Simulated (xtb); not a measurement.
xtb 6.7.1, GFN2-xTB: In(Vi)2(OEt) (C=[CH][In]([CH]=C)[O]CC), 19 atoms. The geometry is a generated start, not checked to be a minimum at this level.

```yaml
run_flags: --grad
method: GFN2-xTB
"--acc": 1 (default)
"--etemp (K)": 300 (default)
basis_functions: 49
valence_electrons: 44
```

```xyz
19

In     0.0264     0.5942    -0.7098
C     -2.1168     0.8931    -0.0827
C     -2.5749     0.4431     1.0702
H     -2.7626     1.4384    -0.7638
H     -3.6008     0.5943     1.3913
H     -1.9465    -0.1062     1.7620
C      1.1878     0.9661    -2.5711
C      0.6507     1.3053    -3.7264
H      2.2585     0.8296    -2.4589
H      1.2472     1.4687    -4.6176
H     -0.4154     1.4413    -3.8510
O      1.4207     0.0349     0.6212
C      1.2911    -0.5456     1.8799
C      0.7023    -1.9548     1.8160
H      2.2993    -0.5934     2.3239
H      0.6669     0.0772     2.5442
H      1.3419    -2.5977     1.2125
H      0.6101    -2.3767     2.8147
H     -0.2859    -1.9118     1.3454
```

One run each on 1 thread. Values of broydamp tried: 0.02, 0.05, 0.1, 0.2, 0.4 (default), 0.6, 0.8, 1.

Problem. Predict the course of the SCC iterations along this series.

Solution. Fewest SCC iterations, within one of each other: 0.2 with 14, 0.4 (default) with 14, 0.6 with 14. The count rises to 26 at 1. All converge to one solution.

```
broydamp       SCC iterations            end
-------------  --------------  -------------
0.02                       21  same solution
0.05                       19  same solution
0.1                        17  same solution
0.2                        14  same solution
0.4 (default)              14  same solution
0.6                        14  same solution
0.8                        16  same solution
1                          26  same solution
```
